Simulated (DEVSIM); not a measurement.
Device: illuminated Si n-on-p cell, one wavelength, with a back-surface field, at 300 K.

Layer 1 from the left is Si, thickness (μm) 0.150, Nd (cm⁻³) 1.3e18, τn (s) 1e-6, τp (s) 6.3e-7, absorption coefficient (cm⁻¹) 280. Layer 2 from the left is Si, thickness (μm) 55.0, Na (cm⁻³) 6.5e15, τn (s) 1e-6, τp (s) 1e-6, absorption coefficient (cm⁻¹) 280. Layer 3 from the left is Si, thickness (μm) 0.920, Na (cm⁻³) 6.3e18, τn (s) 1e-6, τp (s) 1e-6, absorption coefficient (cm⁻¹) 280.

Left contact: ohmic, minority hole recombination velocity 8e6 cm/s. Right contact: ohmic, minority electron recombination velocity 30 cm/s. Voltage is applied to the left contact. Recombination: SRH at mid-gap, radiative, Auger. Gap narrowing is on: ΔEg = 6.92 meV × (l + √(l² + 0.5)), l = ln(N/1.3e17 cm⁻³), shared equally by both band edges. Light enters at the left, 2.1e16 photons cm⁻² s⁻¹, one pass, no reflection. Mobility is μmin + (μ − μmin)/(1 + (N/Nref)^α).

The device is made up for the run: typed textbook-type constants, with dimensions and the other settings drawn at random. Values at 300 K.

Si: gap (eV) 1.124, affinity (eV) 4.05, permittivity 11.7, Nc (cm⁻³) 2.86e19, Nv (cm⁻³) 3.1e19, μn (cm²/Vs) 1417, μp (cm²/Vs) 470, μn,min 52, μp,min 45, Nref,n 9.7e16, Nref,p 2.2e17, αn 0.68, αp 0.72, B (cm³/s) 4.7e-15, Cn (cm⁶/s) 2.8e-31, Cp (cm⁶/s) 9.9e-32.

DEVSIM, 1D drift-diffusion, Boltzmann statistics, complete ionisation; no tunnelling, impact ionisation, image-force lowering or self-heating.

Dark forward current:

| |V| (V) | |J| (A/cm²) |
|---|---|
| 0.05 | 5.535e-9 |
| 0.10 | 2.031e-8 |
| 0.15 | 6.491e-8 |
| 0.20 | 2.176e-7 |
| 0.25 | 8.422e-7 |
| 0.30 | 3.953e-6 |
| 0.35 | 2.206e-5 |
| 0.40 | 0.0001375 |
| 0.45 | 0.0009073 |
| 0.50 | 0.006135 |
| 0.55 | 0.04148 |
| 0.60 | 0.2632 |
| 0.65 | 1.297 |
| 0.70 | 4.432 |
| 0.75 | 12.60 |
| 0.80 | 34.30 |
| 0.85 | 91.95 |
| 0.90 | 242.3 |
| 0.95 | 616.8 |
| 1.00 | 1417 |
| 1.05 | 2725 |

**Question.** Work out the local ideality factor n = ΔV / (kT/q · ln(J2/J1)) between the rows 0.15 and 0.20 V, 0.45 and 0.50 V, 1.00 and 1.05 V.

**Answer.** kT/q = 25.85 mV. From 0.15 to 0.20 V: ln(2.176e-7/6.491e-8) = 1.210, n = 1.60. From 0.45 to 0.50 V: ln(0.006135/0.0009073) = 1.911, n = 1.01, near the 1 of diffusion or emission over a barrier. From 1.00 to 1.05 V: ln(2725/1417) = 0.654, n = 2.96.

**Question.** What current could the absorbed light give at most, and what share is collected?

**Answer.** Σ αd = 1.57, so qΦ(1 − exp(−Σ αd)) = 2.66 mA/cm². The simulated short-circuit current is 2.172 mA/cm², a share of 0.82.

**Question.** Estimate the open-circuit voltage by superposition: the voltage at which the dark current equals that short-circuit current.

**Answer.** Interpolating ln J in the table gives 0.473 V. The simulation gives 0.473 V, the same within the digits that matter. Superposition holds where collection doesn't change with voltage.

**Question.** Estimate the fill factor from FF0 = (v − ln(v + 0.72))/(v + 1), v = qVoc/(nkT), with n from the dark curve.

**Answer.** The rows about Voc, 0.45 and 0.50 V, give n = 1.01, so v = 18.1 and FF0 = 0.794. The simulation gives 0.791, the same within the digits that matter.
